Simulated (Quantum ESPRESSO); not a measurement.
Quantum ESPRESSO run on SrZn2Ge2 (I4/mmm, 5 atoms in the cell): self-consistent single point.

Computed with PBEsol, PSlibrary PAW (PBE) pseudopotentials (plane waves; Quantum ESPRESSO 7.5).

The change in words: lattice scaled by 0.98. Reference geometry:
```
Sr(ZnGe)2
1.0
   -2.15190     2.15190     5.15935
    2.15190    -2.15190     5.15935
    2.15190     2.15190    -5.15935
Sr Zn Ge
1 2 2
Direct
  0.00000   0.00000   0.00000
  0.25000   0.75000   0.50000
  0.75000   0.25000   0.50000
  0.62041   0.62041   0.00000
  0.37959   0.37959   0.00000
```

Reference input (self-consistent single point, DFT, PBEsol, plane waves, PSlibrary PAW (PBE) pseudopotentials): ecutwfc = 50 Ry; ecutrho = 350 Ry; occupations = smearing; smearing = fermi-dirac; degauss = 0.0073499 Ry; input_dft = pbesol; K_POINTS = automatic 6 6 6 0 0 0; conv_thr = 1e-10 Ry; mixing_beta = 0.4. This run's input differs from it in these lines:

```diff
@@ -35,5 +35,5 @@
 CELL_PARAMETERS angstrom
-  -2.15190400     2.15190400     5.15935000
-   2.15190400    -2.15190400     5.15935000
-   2.15190400     2.15190400    -5.15935000
+  -2.10886600     2.10886600     5.05616300
+   2.10886600    -2.10886600     5.05616300
+   2.10886600     2.10886600    -5.05616300
```

Output (repeated stretches shortened):

```
     Self-consistent Calculation

     iteration #  1     ecut=    50.00 Ry     beta= 0.40

     Threshold (ethr) on eigenvalues was too large:
     Diagonalizing with lowered threshold

     total energy              =   -1060.54264332 Ry
     estimated scf accuracy    <       0.03794865 Ry

     iteration #  2     ecut=    50.00 Ry     beta= 0.40

     total energy              =   -1060.54478719 Ry
     estimated scf accuracy    <       0.00817666 Ry

     iteration #  3     ecut=    50.00 Ry     beta= 0.40

     total energy              =   -1060.54538262 Ry
     estimated scf accuracy    <       0.00180392 Ry

   [... 7 blocks of this kind left out ...]

     iteration # 11     ecut=    50.00 Ry     beta= 0.40

     total energy              =   -1060.54552938 Ry
     estimated scf accuracy    <          6.7E-10 Ry

     iteration # 12     ecut=    50.00 Ry     beta= 0.40
     End of self-consistent calculation

     the Fermi energy is    10.7537 ev

!    total energy              =   -1060.54552938 Ry
     estimated scf accuracy    <          1.8E-11 Ry
     smearing contrib. (-TS)   =      -0.00253672 Ry
     internal energy E=F+TS    =   -1060.54299266 Ry

     convergence has been achieved in  12 iterations

     Forces acting on atoms (cartesian axes, Ry/au):

     atom    1 type  1   force =     0.00000000    0.00000000    0.00000000
     atom    2 type  2   force =     0.00000000    0.00000000    0.00000000
     atom    3 type  2   force =     0.00000000    0.00000000    0.00000000
     atom    4 type  3   force =     0.00000000    0.00000000   -0.00346021
     atom    5 type  3   force =     0.00000000   -0.00000000    0.00346021

     Total force =     0.004893     Total SCF correction =     0.000002

          total   stress  (Ry/bohr**3)                   (kbar)     P=       73.44
   0.00047571   0.00000000   0.00000000           69.98        0.00        0.00
   0.00000000   0.00047571   0.00000000            0.00       69.98        0.00
   0.00000000   0.00000000   0.00054628            0.00        0.00       80.36

   JOB DONE.
```

The run converged in 12 iterations. Against the reference run the free energy rises by 36.9 meV/atom, the pressure goes from 2.04 to 7.34 GPa and the largest force goes from 0.009 to 0.089 eV/Å.

The starting cell comes from a database of computed structures (which also holds hypothetical and non-ambient phases and stackings), without a prior relaxation at this level. Its lattice was rescaled by a random factor within 2.5 % of one. For this run, on top of that: lattice scaled by 0.98. With a pressure of about 7 GPa the cell is away from its equilibrium volume at this level.

Cost on one core of a shared machine: roughly 3 min.
